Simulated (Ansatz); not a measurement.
Worked example: self-consistent single point of a (110) slab of CaSi (cut from a parent of space group no. 63; 8 atoms in the cell) in Ansatz (a program for electronic structure)

Method: LDA (PW92), default PAW files made with PBE (plane waves; Ansatz).

The input file:

Ansatz 0.2 input:
```yaml
# CaSi
crystal:
  lattice:
    - [3.924927, 0.000000, 0.000000]
    - [0.000000, 5.839653, 0.000000]
    - [0.000000, 0.000000, 21.256198]
  atoms:
    - { symbol: Ca, position: [0.250000, 0.619958, 0.329316] }
    - { symbol: Ca, position: [0.750000, 0.843781, 0.472558] }
    - { symbol: Ca, position: [0.250000, 0.312706, 0.527442] }
    - { symbol: Ca, position: [0.750000, 0.536528, 0.670684] }
    - { symbol: Si, position: [0.250000, 0.116001, 0.387374] }
    - { symbol: Si, position: [0.750000, 0.347738, 0.414500] }
    - { symbol: Si, position: [0.250000, 0.808748, 0.585504] }
    - { symbol: Si, position: [0.750000, 0.040486, 0.612626] }
basis:
  ecutwfc: 420.0
kpoints:
  mp_grid:
    grid: [8, 5, 1]
hamiltonian:
  xc: lda
  pseudopotentials:
    kind: paw
scf:
  occupations:
    method: fermi_dirac
    width: 0.1
output:
  forces: true
  eigenvalues: true
  stress: true
```

Log, with long lists cut:

```
WARN the atoms were moved onto the symmetric positions of the space group found under crystal.symmetry.tolerance 1.0e-5 (fractional …
WARN ansatz: RAYON_NUM_THREADS=1 ignored (pool sized by the plan → 1); use --threads N
Pseudopotentials: kind: paw
Pseudopotential: Ca, paw, valence charge 10
Pseudopotential: Si, paw, valence charge 4
Crystal: 8 atoms, lattice volume = 487.197 Å³
Basis set: ecut = 420 eV, 9549 PW (Γ)
Bands: 36, of which v1, the nominal top of the filled ones, is band 28 counted from 1 (27 counted from 0)
Symmetry: 4 space group operations
Space group: P21/m (ITA 11), of the structure as read, at distance tolerance 7.9e-5 Å
k-points: 15 of 40
PAW frozen core: Ca, regenerated for the run's functional, and the local potential with it
PAW frozen core: Si, regenerated for the run's functional, and the local potential with it
Initial density: superposition of atomic densities (neutral atoms: chi_scale 0, normalization atom), corrected by the library's trained network
Initial wavefunctions: pseudopotential atomic-orbital guess
Eigensolver: davidson
Functional: x = slater, c = lda
SCF iter   1: F=—  HF=-9526.496243 eV  |F-HF|=—  |Δ(HF+E_count)|=         —  Δρ=3.08e-3  dr2=4.55e-2  ethr=1.77e-3  ⟨swp⟩=12.3  Hψ=3398  notcnv=0
all-band conjugate gradients solve this SCF's bands
preconditioner: auto → LDOS
SCF iter   2: F=—  HF=-9526.494618 eV  |F-HF|=—  |Δ(HF+E_count)|=   1.62e-3  Δρ=1.08e-3  dr2=1.16e-2  ethr=8.12e-5  ⟨swp⟩=2.3  Hψ=1146  notcnv=0
SCF iter   3: F=—  HF=-9526.492011 eV  |F-HF|=—  |Δ(HF+E_count)|=   2.61e-3  Δρ=4.18e-4  dr2=1.77e-3  ethr=2.06e-5  ⟨swp⟩=2.0  Hψ=1064  notcnv=0
SCF iter   4: F=—  HF=-9526.491726 eV  |F-HF|=—  |Δ(HF+E_count)|=   2.85e-4  Δρ=1.61e-4  dr2=3.04e-4  ethr=3.17e-6  ⟨swp⟩=2.0  Hψ=907  notcnv=0
SCF iter   5: F=—  HF=-9526.491735 eV  |F-HF|=—  |Δ(HF+E_count)|=   8.32e-6  Δρ=7.79e-5  dr2=8.23e-5  ethr=5.44e-7  ⟨swp⟩=2.1  Hψ=911  notcnv=0
SCF iter   6: F=—  HF=-9526.491852 eV  |F-HF|=—  |Δ(HF+E_count)|=   1.17e-4  Δρ=2.04e-5  dr2=5.81e-6  ethr=1.47e-7  ⟨swp⟩=2.0  Hψ=933  notcnv=0
SCF iter   7: F=—  HF=-9526.491852 eV  |F-HF|=—  |Δ(HF+E_count)|=   7.58e-7  Δρ=5.79e-6  dr2=3.26e-7  ethr=1.04e-8  ⟨swp⟩=2.1  Hψ=862  notcnv=0
SCF iter   8: F=-9526.491852 eV  HF=-9526.491852 eV  |F-HF|=1.39e-8  |Δ(HF+E_count)|=   6.00e-8  Δρ=2.39e-6  dr2=3.88e-8  ethr=1.79e-10  ⟨swp⟩=9.7  Hψ=2505  notcnv=0
SCF 1 converged in 8 iterations: F = -9526.491852 eV  dr2 = 3.88e-8
SCF converged after 8 iterations
Free energy (F): -9526.491852 eV
Harris-Foulkes:  -9526.491852 eV  (|F-HF|=1.39e-8)
Internal energy: -9526.325273 eV  (E = F + TS)
E sigma→0 (E₀):  -9526.408563 eV
Entropy (-TS):   -0.166579 eV (-20.822 meV/atom)
Fermi energy:    1.351683 eV
--- Per-component energies (eV) ---
  E_band       = -881.543582
  E_kinetic    = 1262.162593
  E_local      = -18763.231091  (includes V_loc(G=0)·N_el)
  E_nonlocal   = 374.486767
  E_hartree    = 8690.186963
  E_xc         = -754.504665
  E_vxc        = -861.257390  (∫ρ·V_xc dr)
  E_paw        = -5208.227455  (= ΣΔE_a)
  E_vpaw       = -274.064705  (= ΣTr[D̂ρ^β])
  E_aug_tail   = 0.000004  (compensation charges beyond the density's cutoff)
  E_ewald      = 4871.331626
  E_core_change = 1.469986  (= ΣΔE_core)
  E_smearing   = -0.166579  (= −TS)
  E_closure    = -0.000000  (closes the sum)
  Σ components = -9526.491852   (vs F -9526.491852, Δ=0.00e0)
--- Forces (eV/Å), atoms counted from 1 ---
  atom   1  Ca     0.00000000    -0.18807893     0.64597536
  atom   2  Ca     0.00000000     0.01238182    -0.08135664
  atom   3  Ca     0.00000000    -0.01238182     0.08135664
  atom   4  Ca     0.00000000     0.18807893    -0.64597536
  atom   5  Si     0.00000000     0.15993389     0.20032944
  atom   6  Si     0.00000000    -0.03731735    -0.24775512
  atom   7  Si     0.00000000     0.03731735     0.24775512
  atom   8  Si     0.00000000    -0.15993389    -0.20032944
  max |Σ_I F_I| component: 0.00e0 eV/Å
--- Stress (GPa, compression-positive) ---
       -2.079980      -0.000000      -0.000000
       -0.000000      -2.908455       0.236891
       -0.000000       0.236891      -1.529419
  P = ⅓ Tr σ = -2.1726 GPa (-21.726 kbar)
  The stress holds the Pulay correction. Without it, at fixed plane waves, as pw.x and ABINIT print it: P = -2.1793 GPa
--- Band table (eV; the first three rows and the last of 15) ---
  k-point 0: bands = ["-40.4849", "-40.4849", "-39.2401", "-39.2166", "-21.8207", "-21.8204", "-21.6667", "-21.6667", "-21.6585", "-21.6584", "-20.6199", "-20.5503", "-20.5359", "-20.4804", "-20.4419", "-20.4162", "-8.3924", "-8.1355", "-3.5589", [...]
  k-point 1: bands = ["-40.4849", "-40.4849", "-39.2383", "-39.2184", "-21.8207", "-21.8204", "-21.6667", "-21.6667", "-21.6589", "-21.6588", "-20.6147", "-20.5531", "-20.5314", "-20.4756", "-20.4502", "-20.4210", "-8.3359", "-8.1131", "-3.8937", [...]
  k-point 2: bands = ["-40.4849", "-40.4849", "-39.2345", "-39.2221", "-21.8206", "-21.8203", "-21.6667", "-21.6667", "-21.6597", "-21.6596", "-20.5993", "-20.5710", "-20.5123", "-20.4690", "-20.4650", "-20.4317", "-8.2302", "-8.0846", "-4.2422", [...]
  k-point 14: bands = ["-40.4803", "-40.4803", "-39.2233", "-39.2233", "-21.8121", "-21.8121", "-21.7415", "-21.7415", "-21.6515", "-21.6515", "-20.5997", "-20.5997", "-20.5311", "-20.5311", "-20.4569", "-20.4569", "-6.1101", "-6.1101", "-6.0462", [...]
```

The run converged in 8 iterations.

The starting cell comes from a database of computed structures (which also holds hypothetical and non-ambient phases and stackings), without a prior relaxation at this level. The slab is cut from that crystal, and its faces are unrelaxed. Its lattice was rescaled by up to half a per cent. Spin polarisation is off, though cut faces can carry moments; the slab shows no gap.
